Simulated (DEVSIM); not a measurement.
Device: abrupt GaP n-p junction, at 250 K.

Layer 1 from the left is GaP, thickness (μm) 0.530, Nd (cm⁻³) 1e16, τn (s) 7.5e-7, τp (s) 7.5e-7. Layer 2 from the left is GaP, thickness (μm) 19.0, Na (cm⁻³) 2.8e14, τn (s) 7.5e-7, τp (s) 7.5e-7.

Left contact: ohmic. Right contact: ohmic. Voltage is applied to the left contact. Recombination: SRH at mid-gap, radiative, Auger. Mobility is constant in doping.

This is a model device: material constants are rounded textbook-type values typed into the input, and sizes, dopings and lifetimes were drawn at random. Values at 300 K; Nc and Nv go as T^1.5, mobilities as T to minus their exponent, the gap by Varshni's rule with the affinity fixed.

GaP: gap (eV) 2.26, affinity (eV) 3.8, permittivity 11.1, Nc (cm⁻³) 1.8e19, Nv (cm⁻³) 1.9e19, μn (cm²/Vs) 250, μp (cm²/Vs) 150, T exponent of μn 1.6, T exponent of μp 1.98, B (cm³/s) 1e-13, Cn (cm⁶/s) 1e-30, Cp (cm⁶/s) 1e-30, Varshni α (eV/K) 0.00058, Varshni β (K) 372.

Model (solved in DEVSIM): 1D drift-diffusion, Boltzmann statistics, complete ionisation; no tunnelling, impact ionisation, image-force lowering or self-heating.

Dark forward current:

| |V| (V) | |J| (A/cm²) |
|---|---|
| 0.90 | 2.019e-13 |
| 0.95 | 6.640e-13 |
| 1.00 | 2.188e-12 |
| 1.05 | 7.223e-12 |
| 1.10 | 2.391e-11 |
| 1.15 | 7.939e-11 |
| 1.20 | 2.646e-10 |
| 1.25 | 8.862e-10 |
| 1.30 | 2.990e-9 |
| 1.35 | 1.022e-8 |
| 1.40 | 3.594e-8 |
| 1.45 | 1.347e-7 |
| 1.50 | 5.791e-7 |
| 1.55 | 3.148e-6 |
| 1.60 | 2.231e-5 |
| 1.65 | 0.0001912 |
| 1.70 | 0.001791 |
| 1.75 | 0.01649 |
| 1.80 | 0.1154 |
| 1.85 | 0.4772 |
| 1.90 | 1.278 |
| 1.95 | 2.615 |
| 2.00 | 4.528 |
| 2.05 | 7.026 |
| 2.10 | 10.10 |
| 2.15 | 13.73 |

### Question
Work out the local ideality factor n = ΔV / (kT/q · ln(J2/J1)) between the rows 0.90 and 0.95 V, 1.65 and 1.70 V, 2.10 and 2.15 V.

### Answer
kT/q = 21.54 mV. From 0.90 to 0.95 V: ln(6.640e-13/2.019e-13) = 1.191, n = 1.95, near the 2 of recombination in the depletion region. From 1.65 to 1.70 V: ln(0.001791/0.0001912) = 2.237, n = 1.04, near the 1 of diffusion or emission over a barrier. From 2.10 to 2.15 V: ln(13.73/10.10) = 0.307, n = 7.56.

### Question
Estimate the current at 1.70 V from the Shockley equation with J0 = Σ q ni² D/(N L) coth(W/L), τ joining the SRH, radiative and Auger lifetimes that are on, and W taken as the whole layer.

### Answer
ni² = 2.18e-8 cm⁻⁶; holes in the n layer: μ = 215 cm²/Vs, D = 4.64 cm²/s, τ = 7.49e-7 s, L = 18.6 μm, W/L = 0.028, term 3.06e-38 A/cm²; electrons in the p layer: μ = 335 cm²/Vs, D = 7.21 cm²/s, τ = 7.50e-7 s, L = 23.3 μm, W/L = 0.82, term 5.75e-38 A/cm². J0 = 8.80e-38 A/cm², and J = J0 exp(qV/kT) = 0.00166 A/cm². The simulation gives 0.00179 A/cm²; the estimate lies 7.2 % below. The estimate leaves out recombination in the depletion region and that region's share of W.
